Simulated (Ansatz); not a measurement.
**Effect of H interstitial (started 2.45 Å from the nearest host atom), symmetric start on BeTe**

The parent structure is an 8-atom supercell of BeTe in the zinc blende structure (space group F-43m, No. 216; a = 5.664 Å) at its relaxed geometry.

The change: a neutral H interstitial (started 2.45 Å from the nearest host atom), symmetric start, atoms relaxed at fixed cell.

The values are results of DFT with PBE, PAW potentials and a 420 eV plane-wave cutoff in Ansatz (an electronic-structure program), scalar-relativistic without spin-orbit coupling, not measurements. k-mesh 4×4×4 (Γ-centred); smearing 0.01 eV (Fermi–Dirac).

```csv
quantity,base,changed,shift
pressure,0.0 GPa,1.0 GPa,+1.0 GPa
largest displacement of a host atom from its site in the perfect cell,–,0.00 Å,–
```

Final structure:

```
CELL_PARAMETERS angstrom
     -5.66365     0.00000     0.00000
      0.00000     0.00000     5.66365
      0.00000     5.66365     0.00000
ATOMIC_POSITIONS crystal
  Te 0.25000 0.75000 0.75000
  Te 0.75000 0.75000 0.25000
  Te 0.75000 0.25000 0.75000
  Te 0.25000 0.25000 0.25000
  Be 0.00000 0.00000 0.00000
  Be 0.50000 0.00000 0.50000
  Be 0.50000 0.50000 0.00000
  Be 0.00000 0.50000 0.50000
  H  0.00000 0.00000 0.50000
```

The magnetic state is the one reached from the starting moments; the real material's order can differ, and small cells can't hold many antiferromagnetic ones. In so small a cell the defect repeats every few ångströms: this is an ordered compound, not a dilute defect. A case with no gap was solved on a k-mesh chosen for an insulator, which is coarse for it. The defect started on the symmetric site and kept its symmetry, so it may sit on a saddle. The defect cell is spin-polarised and ends with 1.0 μB.
